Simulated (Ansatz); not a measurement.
## Habitual settings against a tight run: Ag (P6_3/mmc, 4 atoms in the cell)

Self-consistent single point.

```
CELL_PARAMETERS angstrom
      2.97314     0.00000     0.00000
     -1.48657     2.57481     0.00000
      0.00000     0.00000     9.66529
ATOMIC_POSITIONS crystal
  Ag 0.00000 0.00000 0.00000
  Ag 0.00000 0.00000 0.50000
  Ag 0.33333 0.66667 0.25000
  Ag 0.66667 0.33333 0.75000
```

Level of theory: PBEsol, PAW files made with PBE (plane waves; Ansatz, a quantum-chemistry and plane-wave program).

Base settings: basis.ecutwfc = 420 eV; kpoints.mp_grid.grid = 13 13 4; hamiltonian.xc = pbesol; hamiltonian.pseudopotentials = {kind: paw} (the program's default PAW files); scf.occupations.method = gaussian; scf.occupations.width = 0.1 eV.

Tight run (finer mesh or higher cutoff; not a proven limit): basis.ecutwfc: 420 eV → 590 eV; kpoints.mp_grid.grid: 13 13 4 → 18 18 6; scf.convergence.dr2_threshold: default (1e-07 eV) → 1e-09 eV. It gave Fermi level (on the code's own zero) 15.25 eV; pressure -9.09 GPa.

Quick runs, as changes from the base:
- A: the base itself
- B: basis.ecutwfc: 420 eV → 295 eV; kpoints.mp_grid.grid: 13 13 4 → 4 4 4
- C: basis.ecutwfc: 420 eV → 250 eV; kpoints.mp_grid.grid: 13 13 4 → 3 3 3; scf.occupations.method: gaussian → fermi_dirac; scf.occupations.width: 0.1 eV → 0.136 eV; scf.convergence.dr2_threshold: default (1e-07 eV) → 0.0001 eV
- D: basis.ecutwfc: 420 eV → 250 eV; kpoints.mp_grid.grid: 13 13 4 → 6 6 6; scf.occupations.method: gaussian → cold; scf.occupations.width: 0.1 eV → 0.136 eV; scf.convergence.dr2_threshold: default (1e-07 eV) → 0.0001 eV

Energies are extrapolated to zero smearing width, which holds to low order in the width alone.

The count of work is k-points × plane waves × bands × iterations; it is no time. 

Pressures in the table are Ansatz's without its Pulay estimate, at a fixed set of plane waves; the tight run's value above holds the estimate.

The starting cell comes from a database of computed structures (which also holds hypothetical and non-ambient phases and stackings), without a prior relaxation at this level. Its lattice was rescaled by a random factor within 2.5 % of one. In the base run, with a pressure of about -9 GPa the cell is away from its equilibrium volume at this level.

```tsv
run	energy less tight (meV/atom)	pressure less tight (GPa)	count of work / tight
A	5.2	-0.09	0.20
B	232.1	-9.26	0.023
C	741.9	-65.31	0.0055
D	1054.2	-63.71	0.026
```

Among the runs at the tight run's level, the energy misses run from 5.2 to 1054.2 meV/atom.

Left out of this page: 2 runs of the series unsound by tests on forces, stress, charge or solver warnings.

Keys are those of Ansatz 0.2.
